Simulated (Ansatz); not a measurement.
# Short convergence ladders for MnCuO2 (Cm, 4 atoms in the cell)

```xyz
4
Lattice="2.7737 -1.4392 0.0000 2.7737 1.4392 0.0000 -1.4111 0.0000 5.6723" Properties=species:S:1:pos:R:3 pbc="T T T"
Mn     0.0000     0.0000     0.0500
Cu     2.0681     0.0000     2.8361
O      2.1437     0.0000     4.6514
O      1.9925     0.0000     1.0208
```
Moments meant for the start (each program seeds them in its own way; μB, in the order of the atoms Mn Cu O O): 4.0 0.0 0.0 0.0.

Base method: LDA (PW92)+U, default PAW files made with PBE (plane waves; Ansatz, an electronic-structure program).

Base settings: basis.ecutwfc = 420 eV; kpoints.mp_grid.grid = 7 7 3; hamiltonian.xc = lda; hamiltonian.pseudopotentials = {kind: paw} (the program's default PAW files); hamiltonian.hubbard.sites = [{species: Mn, l: d, u_eff: 3.9}] eV; hamiltonian.hubbard.projectors = ortho-atomic; magnetization.spin_polarized = true; scf.occupations.method = gaussian; scf.occupations.width = 0.1 eV.

The count of work is k-points × plane waves × bands × iterations; it is no time. Core times come from one kind of shared machine, to one figure; runs under 30 s give none.

**The cutoff for other potential files**

Level: DFT, LDA (PW92)+U, plane waves, harder PAW files (source: ansatz) made with PBE.

In this ladder: hamiltonian.pseudopotentials = {kind: paw, source: ansatz}.

The second cell is the first with its lattice scaled by 0.98.

The mesh stays at the base's, so the ladder's end is converged at best in this setting alone.

The first pressure column holds Ansatz's estimate of the finite-basis (Pulay) stress, which hides part of the cutoff error; the other is without it.

Only quantities that move along the ladder and can be compared are tabulated.

These are the values that this program gave, and no reference: magnets with a U can end in a higher state.

```tsv
basis.ecutwfc	free energy less the last step's (meV/atom)	energy of the compressed cell less the first (meV/atom)	pressure (GPa)	pressure without the Pulay estimate (GPa)	largest difference of a force vector from the last step's (eV/Å)	count of work / last	core time / last (rough)
420 eV	1805.60	31.79	-0.14	-128.21	0.294	0.13	–
510 eV	383.87	10.20	-2.77	-33.65	0.049	0.15	–
650 eV	37.06	10.93	-2.69	-6.55	0.003	0.21	0.2
790 eV	3.61	10.95	-2.70	-3.09	0.001	0.28	0.3
930 eV	1.14	10.93	-2.70	-2.74	0.000	0.35	0.2
1115 eV	0.55	10.93	-2.70	-2.72	0.000	0.47	0.5
1395 eV	0.23	10.92	-2.70	-2.71	0.000	0.66	0.6
1860 eV	0.00	10.92	-2.70	-2.71	0.000	1.0	1
```

Coarsest basis.ecutwfc that holds the pressure within 0.05 GPa of the last step, with all finer ones: 650 eV, at 0.21 of the last step's count of work and about 0.2 of the last step's time; the step before is off by 0.07 GPa.

Coarsest basis.ecutwfc that holds the free energy within 5 meV/atom of the last step, with all finer ones: 790 eV, at 0.28 of the last step's count of work and about 0.3 of the last step's time; the step before is off by 37 meV/atom.

Coarsest basis.ecutwfc that holds the energy of the compressed cell less the first within 0.2 meV/atom of the last step, with all finer ones: 650 eV, at 0.21 of the last step's count of work and about 0.2 of the last step's time; the step before is off by 0.72 meV/atom.

The energy difference between the two cells stays within 1 meV/atom of the last step's from 510 eV on, the total only from 1115 eV on: much of the error is common to both cells and cancels.

At the lowest cutoff the pressure without the Pulay estimate lies 126 GPa under the last step's, the usual sign of Pulay stress in an incomplete plane-wave basis.

**The density cutoff**

The mesh stays at the base's, so the ladder's end is converged at best in this setting alone.

Only quantities that move along the ladder and can be compared are tabulated.

These are the values that this program gave, and no reference: magnets with a U can end in a higher state.

| basis.ecutrho_ratio | free energy less the last step's (meV/atom) | pressure (GPa) |
|---|---|---|
| 2 | -6.32 | -1.55 |
| 3 | 0.01 | -2.37 |
| 4 | 0.00 | -2.37 |
| 5 | 0.00 | -2.37 |
| 6 | 0.00 | -2.37 |
| 8 | 0.00 | -2.37 |
| 10 | 0.00 | -2.37 |
| 12 | 0.00 | -2.37 |
| 16 | 0.00 | -2.37 |

Coarsest basis.ecutrho_ratio that holds the free energy within 2 meV/atom of the last step, with all finer ones: 3; the step before is off by 6.3 meV/atom.

Coarsest basis.ecutrho_ratio that holds the pressure within 0.5 GPa of the last step, with all finer ones: 3; the step before is off by 0.82 GPa.

**The relaxed cell against the cutoff**

On MnCuO2 (C2/m, 4 atoms in the cell): atoms on their sites.

In this ladder: relax = cell and atoms.

The mesh stays at the base's, so the ladder's end is converged at best in this setting alone.

Only quantities that move along the ladder and can be compared are tabulated.

These are the values that this program gave, and no reference: magnets with a U can end in a higher state.

| basis.ecutwfc | relaxed volume (Å³/atom) | relaxation steps | core time / last (rough) |
|---|---|---|---|
| 295 eV | 11.117 | 28 | 0.9 |
| 355 eV | 11.167 | 14 | 0.6 |
| 420 eV | 11.170 | 10 | 0.4 |
| 505 eV | 11.171 | 8 | 0.4 |
| 630 eV | 11.170 | 8 | 0.6 |
| 840 eV | 11.170 | 8 | 1 |

Coarsest basis.ecutwfc that holds the relaxed volume within 0.011 Å³/atom of the last step, with all finer ones: 355 eV; the step before is off by 0.053 Å³/atom.

At the lowest cutoff the cell relaxes to a volume 0.5 % smaller than at the highest. Ansatz relaxes on a stress corrected for the finite basis.

On the base run: the starting cell comes from a database of computed structures (which also holds hypothetical and non-ambient phases and stackings), without a prior relaxation at this level. Its lattice was rescaled by up to half a per cent. One atom was moved a little off its site on purpose. With one magnetic atom in the cell only a parallel order is possible. With U or open f shells several self-consistent states can exist. In the base run, forces exceed 1 eV/Å.

Left out of this page: 2 runs of the series stopped by limits of time or memory.

Keys are those of Ansatz 0.2.
